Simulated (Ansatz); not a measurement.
BeS (F-43m), HSE06, rigid bands run with Ansatz (an electronic-structure program): N_v = 8.04e19 cm⁻³ at 300 K and a hole conductivity mass of 0.645 mₑ.

Question: For 1e16 holes per cm³ at 300 K, place the Fermi level, estimate the Seebeck coefficient of a parabolic band with constant τ, and give mobility and conductivity for τ = 10 fs.

Answer: The level lies k_BT ln(N_v/p) = 0.232 eV above the valence-band maximum. S ≈ +(k_B/e)[ln(N_v/p) + 5/2] = 990 μV/K, against 985 μV/K from the full bands (mean over directions). μ = eτ/m = 27.3 cm²/(V·s) and σ = peμ = 0.0437 S/cm. τ is assumed, not computed.

Band transport and this doping are assumed; polarons and phonon drag are left out. Spin-orbit coupling is left out; where it splits the top of the valence band, N_v and the p-type Seebeck coefficient come out somewhat high without it. Geometry: cell and atoms relaxed with PBEsol.
